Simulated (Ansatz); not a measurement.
Consider a 16-atom supercell of Sn in the diamond structure (space group Fd-3m, No. 227; a = 6.6554 Å) at its relaxed geometry.

Level of theory: PBE (Ansatz, a program for electronic structure, PAW, spin-orbit coupling left out).

Base values:

- Mean distance from the defect site to its nearest host atoms = 2.88 Å
- Pressure = 0.0 GPa

One thing is altered: a neutral Sb on a Sn site, atoms relaxed at fixed cell, starting from a slightly rattled geometry.

Problem. What happens to the mean distance from the defect site to its nearest host atoms, pressure and largest displacement of a host atom from its site in the perfect cell?

Solution. The mean distance from the defect site to its nearest host atoms grows by 0.055 Å, from 2.88 Å to 2.94 Å; the pressure goes from zero to 0.6 GPa; the largest displacement of a host atom from its site in the perfect cell is 0.06 Å.

The cell is small, so the values are those of an ordered compound at a high defect concentration; dilute-limit values will differ. All final runs are without spin polarisation. The defect cell is not spin-polarised.
